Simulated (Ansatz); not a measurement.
**Pressure series in WSi2**

Start from WSi$_{2}$ (space group I4/mmm, No. 139).

```
WSi2
1.0
   -1.61458     1.61458     3.93362
    1.61458    -1.61458     3.93362
    1.61458     1.61458    -3.93362
W Si
1 2
Cartesian
  0.00000   0.00000   0.00000
  0.00000   0.00000   2.63222
  0.00000   0.00000   5.23502
```

Cell and atoms are relaxed at each pressure.

Levels (all Ansatz, a program for electronic structure, PAW): PBE (420 eV, no spin-orbit coupling); r2SCAN (500 eV, no spin-orbit coupling).

The base cell above is that of PBE; each level relaxes its own structures.

| case | volume per atom, PBE | volume per atom, r2SCAN |
|---|---|---|
| pressure −2 GPa | 13.80 Å³ | 13.53 Å³ |
| pressure −1 GPa | 13.74 Å³ | 13.47 Å³ |
| pressure 1.8 GPa | 13.56 Å³ | 13.31 Å³ |
| pressure 4.2 GPa | 13.42 Å³ | 13.18 Å³ |
| pressure 9 GPa | 13.16 Å³ | 12.94 Å³ |
| pressure 18 GPa | 12.74 Å³ | 12.55 Å³ |
| pressure 30 GPa | 12.26 Å³ | 12.10 Å³ |
| pressure 45 GPa | 11.77 Å³ | 11.64 Å³ |
| pressure 60 GPa | 11.36 Å³ | 11.24 Å³ |

PBE lies above r2SCAN in every row, by 0.12 Å³ to 0.27 Å³. They put the cases in the same order.

Load acts through the strain it causes; cell and atoms are relaxed under it. No phonon test of stability was made. Competing high-pressure phases were not computed. The final runs are not spin-polarised.
